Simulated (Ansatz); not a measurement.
Response to strain in Ce

Start from Ce in the fcc (Cu type) structure (space group Fm-3m, No. 225).

```xyz
1
Lattice="0.0000 2.2911 2.2911 2.2911 0.0000 2.2911 2.2911 2.2911 0.0000" Properties=species:S:1:pos:R:3 pbc="T T T"
Ce     0.0000     0.0000     0.0000
```

Cartesian axes are those of the cell as printed.

Strains are applied to the cell and any free atomic positions relax; under biaxial strain the out-of-plane vector relaxes too.

Calculations: PBEsol/PAW in Ansatz (a program for electronic structure), spin-orbit coupling left out.

Candidates:
(a) uniaxial strain ε_yy = +1.17 %
(b) strain tensor (xx, yy, zz, yz, xz, xy) = (+0.01, +1.29, +0.99, −0.44, +1.33, −0.18) %
(c) biaxial strain −3.67 %, plane normal [111], relaxed out of plane

Notes on the quantities. energy relative to the base: free energy F.

### Question
Order them by energy relative to the base, highest first.

### Answer
(c) biaxial strain −3.67 %, plane normal [111], relaxed out of plane (+28 meV/atom), (b) strain tensor (xx, yy, zz, yz, xz, xy) = (+0.01, +1.29, +0.99, −0.44, +1.33, −0.18) % (+5.3 meV/atom), (a) uniaxial strain ε_yy = +1.17 % (+0.6 meV/atom)

The 4f electrons are in the valence with no U and their state was not checked, so volumes and moments can be off. Without a gap, meshes like the base's 17×17×17 leave anisotropic stresses uncertain by several tenths of a GPa, and small strain energies with them. Stability against distortions was not tested. Seeded moments were not kept for the base. The final runs are not spin-polarised.
